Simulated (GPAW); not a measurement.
**A self-consistent single point of LiCl (Fm-3m, 2 atoms in the cell) with GPAW**

Computed with PBE, GPAW PAW datasets PBE (gpaw-data 1.0.1) (plane waves; GPAW).

Input:

```python
from ase import Atoms
from ase.units import GPa
from gpaw import GPAW

atoms = Atoms(['Li', 'Cl'],
              cell=[[0.000000, 2.480346, 2.480346],
                    [2.480346, 0.000000, 2.480346],
                    [2.480346, 2.480346, 0.000000]],
              scaled_positions=[[0.000000, 0.000000, 0.000000],
                                [0.500000, 0.500000, 0.500000]],
              pbc=True)

calc = GPAW(mode={'name': 'pw', 'ecut': 600},
            xc='PBE',
            kpts=(11, 11, 11),
            occupations={'name': 'fermi-dirac', 'width': 0.02},
            nbands=-8,
            convergence={'density': 1e-05, 'bands': -6},
            symmetry={'symmorphic': False, 'tolerance': 0.0005},
            maxiter=150,
            txt='-')

atoms.calc = calc

energy = atoms.get_potential_energy()
print('Energy (eV):', round(energy, 6))
forces = atoms.get_forces()
print('Forces (eV/Ang):')
print(forces.round(5))
stress = atoms.get_stress()
print('Stress (GPa, Voigt):', (stress / GPa).round(4))
```

Output, abridged:

```
Input parameters:
  convergence: {bands: -6,
                density: 1e-05}
  kpts: [11 11 11]
  maxiter: 150
  mode: {ecut: 600,
         name: pw}
  nbands: -8
  occupations: {name: fermi-dirac,
                width: 0.02}
  symmetry: {symmorphic: False,
             tolerance: 0.0005}
  xc: PBE

species:
  Li:
    name: Lithium
    Z: 3.0
    valence: 1
    core: 2
    charge: 0.0
    file: Li.PBE.gz

    # Using partial waves for Li as LCAO basis

  Cl:
    name: Chlorine
    Z: 17.0
    valence: 7
    core: 10
    charge: 0.0
    file: Cl.PBE.gz

    # Using partial waves for Cl as LCAO basis

Reference energy: -12757.737216  # eV

Spin-paired calculation

Convergence criteria:
 Maximum [total energy] change in last 3 cyles: 0.0005 eV / valence electron
 Maximum integral of absolute [dens]ity change: 1e-05 electrons / valence electron
 Maximum integral of absolute [eigenst]ate change: 4e-08 eV^2 / valence electron
 Maximum number of scf [iter]ations: 150

Symmetries present (total): 48
Symmetries with fractional translations: 0
1331 k-points: 11 x 11 x 11 Monkhorst-Pack grid
56 k-points in the irreducible part of the Brillouin zone
       k-points in crystal coordinates                weights
   0:     0.00000000    0.00000000    0.00000000          1/1331
   1:     0.09090909    0.09090909    0.00000000          6/1331
   2:     0.09090909    0.09090909    0.09090909          8/1331
   [... 7 lines left out ...]
          ...
  55:     0.45454545    0.45454545    0.45454545          8/1331

Wave functions: Plane wave expansion
  Cutoff energy: 600.000 eV
  Number of coefficients (min, max): 965, 1030
  Pulay-stress correction: 0.000000 eV/Ang^3 (de/decut=0.000000)

Occupation numbers: Fermi-Dirac:
  width: 0.0200  # eV

Eigensolver

Densities:
  Coarse grid: 20*20*20 grid
  Fine grid: 40*40*40 grid
  Total Charge: 0.000000

Density mixing:
  Method: separate
  Backend: pulay
  Linear mixing parameter: 0.05
  old densities: 5
  Damping of long wavelength oscillations: 50

Hamiltonian:
  XC and Coulomb potentials evaluated on a 40*40*40 grid
  External potential:
    NoExternalPotential

XC parameters: PBE with 2 nearest neighbor stencil

Number of atoms: 2
Number of atomic orbitals: 8
Number of bands in calculation: 12
Number of valence electrons: 8
Bands to converge: 6

Density initialized from atomic densities
  8 bands from LCAO basis set
  4 bands from random numbers

Atomic positions and initial magnetic moments

Positions:
   0 Li     0.000000    0.000000    0.000000    ( 0.0000,  0.0000,  0.0000)
   1 Cl     2.480346    2.480346    2.480346    ( 0.0000,  0.0000,  0.0000)

Unit cell:
           periodic     x           y           z      points  spacing
  1. axis:    yes    0.000000    2.480346    2.480346    20     0.1432
  2. axis:    yes    2.480346    0.000000    2.480346    20     0.1432
  3. axis:    yes    2.480346    2.480346    0.000000    20     0.1432

  Lengths:   3.507739   3.507739   3.507739
  Angles:   60.000000  60.000000  60.000000

Effective grid spacing dv^(1/3) = 0.1563

     iter     time        total  log10-change:
                         energy   eigst   dens
iter:   1 --:--:--    -7.296305   +1.08
iter:   2 --:--:--    -7.296449   -0.15  -1.30
iter:   3 --:--:--    -7.294503c  -1.23  -1.33
iter:   4 --:--:--    -7.295065c  -2.44  -1.73
iter:   5 --:--:--    -7.297999c  -2.71  -1.79
iter:   6 --:--:--    -7.297900c  -4.23  -2.72
iter:   7 --:--:--    -7.297887c  -5.26  -3.18
iter:   8 --:--:--    -7.297884c  -5.54  -3.23
iter:   9 --:--:--    -7.297884c  -6.76  -4.15
iter:  10 --:--:--    -7.297884c  -7.65c -4.20
iter:  11 --:--:--    -7.297884c  -7.78c -4.23
iter:  12 --:--:--    -7.297884c  -9.38c -4.75
iter:  13 --:--:--    -7.297884c -10.62c -5.46c

Converged after 13 iterations.

Dipole moment: (0.000000, -0.000000, -0.000000) |e|*Ang

Energy contributions relative to reference atoms: (reference = -12757.737216)

Kinetic:        +10.566846
Potential:      -10.194441
External:        +0.000000
XC:              -7.705891
Entropy (-ST):   -0.000000
Local:           +0.035601
SIC:             +0.000000
--------------------------
Free energy:     -7.297884
Extrapolated:    -7.297884

Showing only first 2 kpts
 Kpt  Band  Eigenvalues  Occupancy
  0     2      1.57351    2.00000
  0     3      1.57351    2.00000
  0     4      8.52296    0.00000
  0     5     13.44949    0.00000

  1     2      1.45314    2.00000
  1     3      1.45314    2.00000
  1     4      8.92928    0.00000
  1     5     12.84916    0.00000

Fermi level: 4.69646

Gap: 6.863 eV
Transition (v -> c):
  (s=0, k=3, n=3, [0.18, 0.09, 0.09]) -> (s=0, k=55, n=4, [0.45, 0.45, 0.45])
Direct/indirect transitions are different
Direct gap: 6.949 eV
Transition at: (s=0, k=0, n=3, [0.00, 0.00, 0.00])
Energy (eV): -7.297884

Forces in eV/Ang:
  0 Li    0.00000    0.00000    0.00000
  1 Cl   -0.00000    0.00000    0.00000

Stress tensor:
    -0.029915    -0.000000     0.000000
    -0.000000    -0.029915     0.000000
     0.000000     0.000000    -0.029915
Stress (GPa, Voigt): [-4.7928 -4.7928 -4.7928  0.      0.     -0.    ]
```

The run converged in 13 iterations. GPAW prints stress with tension positive.

The starting cell comes from a database of computed structures (which also holds hypothetical and non-ambient phases and stackings), without a prior relaxation at this level. Its lattice was rescaled by a random factor within 2.5 % of one. With a pressure of about 5 GPa the cell is away from its equilibrium volume at this level.
